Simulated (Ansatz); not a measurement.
## Input and output of a self-consistent single point for SrPb (Cmcm, 4 atoms in the cell) (Ansatz)

Level of theory: r2SCAN, default PAW files made with PBE (plane waves; Ansatz, a quantum-chemistry and plane-wave program).

The input file:

Ansatz 0.2 input:
```yaml
crystal:
  lattice:
    - [2.509000, -6.115000, 0.000000]
    - [2.509000, 6.115000, 0.000000]
    - [0.000000, 0.000000, 4.648000]
  atoms:
    - { symbol: Pb, position: [0.578000, 0.422000, 0.250000] }
    - { symbol: Pb, position: [0.422000, 0.578000, 0.750000] }
    - { symbol: Sr, position: [0.868000, 0.132000, 0.250000] }
    - { symbol: Sr, position: [0.132000, 0.868000, 0.750000] }
basis:
  ecutwfc: 500.0
kpoints:
  mp_grid: { grid: [5, 5, 5] }
hamiltonian:
  xc: r2scan
  pseudopotentials: { kind: paw }
scf:
  occupations: { method: cold, width: 0.272 }
output:
  forces: true
  eigenvalues: true
  stress: true
```

Output, abridged:

```
WARN ansatz: RAYON_NUM_THREADS=1 ignored (pool sized by the plan → 1); use --threads N
Pseudopotentials: kind: paw
Pseudopotential: Pb, paw, valence charge 14
Pseudopotential: Sr, paw, valence charge 10
Crystal: 4 atoms, lattice volume = 142.624 Å³
Basis set: ecut = 500 eV, 3619 PW (Γ), exchange–correlation on 200×200×144 points (64 copies of the dense FFT grid, shifted against one another)
Bands: 29, of which v1, the nominal top of the filled ones, is band 24 counted from 1 (23 counted from 0)
Symmetry: 8 space group operations
Space group: Cmcm (ITA 63), of the structure as read, at distance tolerance 5.2e-5 Å
k-points: 27 of 125
PAW frozen core: Pb, regenerated for the run's functional
PAW frozen core: Sr, regenerated for the run's functional
Initial density: superposition of atomic densities (neutral atoms: chi_scale 0, normalization atom), corrected by the library's trained network
Initial wavefunctions: pseudopotential atomic-orbital guess
Eigensolver: davidson
Functional: x = r2scan, c = r2scan; τ floored in thin density (d = 2e-4 eV/Å³)
SCF iter   1: F=—  HF=-30954.692159 eV  |F-HF|=—  |Δ(HF+E_count)|=         —  Δρ=5.88e-3  dr2=5.10e-2  dr2_τ=2.68e-2  ethr=1.77e-3  ⟨swp⟩=9.9  Hψ=4604  notcnv=0
all-band conjugate gradients solve this SCF's bands
preconditioner: auto → Kerker (q_TF=auto, 2.275 Å⁻¹)
SCF iter   2: F=—  HF=-30954.796118 eV  |F-HF|=—  |Δ(HF+E_count)|=   1.04e-1  S|Δr|=    0.00e0  Δρ=3.51e-3  dr2=2.53e-2  dr2_τ=3.95e-4  ethr=1.06e-4  ⟨swp⟩=2.1  Hψ=1620  notcnv=0
SCF iter   3: F=—  HF=-30954.792966 eV  |F-HF|=—  |Δ(HF+E_count)|=   3.15e-3  S|Δr|=    0.00e0  Δρ=7.30e-4  dr2=2.47e-3  dr2_τ=6.70e-5  ethr=5.26e-5  ⟨swp⟩=2.7  Hψ=1260  notcnv=0
SCF iter   4: F=—  HF=-30954.793140 eV  |F-HF|=—  |Δ(HF+E_count)|=   1.74e-4  S|Δr|=    0.00e0  Δρ=3.03e-4  dr2=2.99e-4  dr2_τ=3.15e-6  ethr=5.15e-6  ⟨swp⟩=3.0  Hψ=1455  notcnv=0
SCF iter   5: F=—  HF=-30954.793147 eV  |F-HF|=—  |Δ(HF+E_count)|=   7.07e-6  S|Δr|=    0.00e0  Δρ=1.08e-4  dr2=3.41e-5  dr2_τ=6.44e-7  ethr=6.24e-7  ⟨swp⟩=3.0  Hψ=1419  notcnv=0
SCF iter   6: F=—  HF=-30954.793193 eV  |F-HF|=—  |Δ(HF+E_count)|=   4.60e-5  S|Δr|=    0.00e0  Δρ=4.79e-5  dr2=6.05e-6  dr2_τ=9.55e-8  ethr=7.11e-8  ⟨swp⟩=2.0  Hψ=949  notcnv=0
SCF iter   7: F=—  HF=-30954.793195 eV  |F-HF|=—  |Δ(HF+E_count)|=   1.95e-6  S|Δr|=    0.00e0  Δρ=1.76e-5  dr2=8.28e-7  dr2_τ=1.94e-8  ethr=1.26e-8  ⟨swp⟩=2.5  Hψ=1199  notcnv=0
SCF iter   8: F=-30954.793195 eV  HF=-30954.793195 eV  |F-HF|=7.21e-9  |Δ(HF+E_count)|=   2.74e-7  S|Δr|=    0.00e0  Δρ=3.67e-6  dr2=2.75e-8  dr2_τ=9.61e-10  ethr=2.08e-10  ⟨swp⟩=7.0  Hψ=4772  notcnv=0
SCF 1 converged in 8 iterations: F = -30954.793195 eV  dr2 = 2.75e-8
SCF converged after 8 iterations
Stability not checked (fill_not_monotonic)
Free energy (F): -30954.793195 eV
Harris-Foulkes:  -30954.793195 eV  (|F-HF|=7.21e-9)
Internal energy: -30954.787477 eV  (E = F + TS)
E sigma→0 (E₀):  -30954.791289 eV
Entropy (-TS):   -0.005718 eV (-1.430 meV/atom)
Fermi energy:    8.842156 eV
--- Per-component energies (eV) ---
  E_band       = -351.542293
  E_kinetic    = 1074.509981
  E_local      = -3946.699035  (includes V_loc(G=0)·N_el)
  E_nonlocal   = 1102.438081
  E_hartree    = 1403.171764
  E_xc         = -741.454966
  E_vxc        = -643.647406  (∫ρ·V_xc dr)
  E_paw        = -26307.308100  (= ΣΔE_a)
  E_vpaw       = -784.881526  (= ΣTr[D̂ρ^β])
  E_aug_tail   = 0.000038  (compensation charges beyond the density's cutoff)
  E_vtau       = 40.396751  (kinetic-family band-sum trace: ∫τ·v_τ [+ j·A + Jᵃ·Aᵃ] dr)
  E_ewald      = -3541.084172
  E_core_change = 1.638932  (= ΣΔE_core)
  E_smearing   = -0.005718  (= −TS)
  E_closure    = -0.000000  (closes the sum)
  Σ components = -30954.793195   (vs F -30954.793195, Δ=0.00e0)
--- Forces (eV/Å), atoms counted from 1 ---
  atom   1  Pb     0.00000000    -0.65493514     0.00000000
  atom   2  Pb     0.00000000     0.65493514     0.00000000
  atom   3  Sr     0.00000000     0.13782217     0.00000000
  atom   4  Sr     0.00000000    -0.13782217     0.00000000
  max |Σ_I F_I| component: 1.39e-16 eV/Å
--- Stress (GPa, compression-positive) ---
        1.175173       0.000000       0.000000
        0.000000       1.095411       0.000000
        0.000000       0.000000       1.832548
  P = ⅓ Tr σ = 1.3677 GPa (13.677 kbar)
  The stress holds the Pulay correction. Without it, at fixed plane waves, as pw.x and ABINIT print it: P = 1.3597 GPa
--- Band table (eV; the first three rows and the last of 27) ---
  k-point 0: bands = ["-28.7029", "-28.6850", "-10.2359", "-10.1364", "-10.1158", "-10.0877", "-10.0420", "-10.0034", "-8.9336", "-8.7608", "-8.6278", "-8.6219", "-8.5265", "-8.4042", "-8.3847", "-8.3738", "-8.3237", "-8.2519", "-1.9606", "1.4916", [...]
  k-point 1: bands = ["-28.7006", "-28.6861", "-10.2195", "-10.1448", "-10.1269", "-10.1106", "-10.0517", "-10.0325", "-8.9147", "-8.7055", "-8.6521", "-8.5947", "-8.5392", "-8.4134", "-8.3827", "-8.3792", "-8.3201", "-8.2650", "-1.6502", "1.2745", [...]
  k-point 2: bands = ["-28.6951", "-28.6896", "-10.1825", "-10.1552", "-10.1489", "-10.1476", "-10.0782", "-10.0770", "-8.8427", "-8.7347", "-8.5885", "-8.5548", "-8.5467", "-8.4813", "-8.3784", "-8.3670", "-8.3115", "-8.2936", "-0.7810", "0.3979", [...]
  k-point 26: bands = ["-28.6937", "-28.6910", "-10.2191", "-10.1981", "-10.1549", "-10.1407", "-10.0488", "-10.0384", "-8.8417", "-8.7347", "-8.5761", "-8.5611", "-8.5553", "-8.4802", "-8.3781", "-8.3642", "-8.3134", "-8.2926", "-0.6467", "0.4711", [...]
```

The run converged in 8 iterations.

The starting cell comes from a database of published, mostly measured structures (it also holds non-ambient and calculated ones), without a prior relaxation at this level. Spin-orbit coupling is off. Ansatz's pressure includes its estimate of the finite-basis (Pulay) stress.
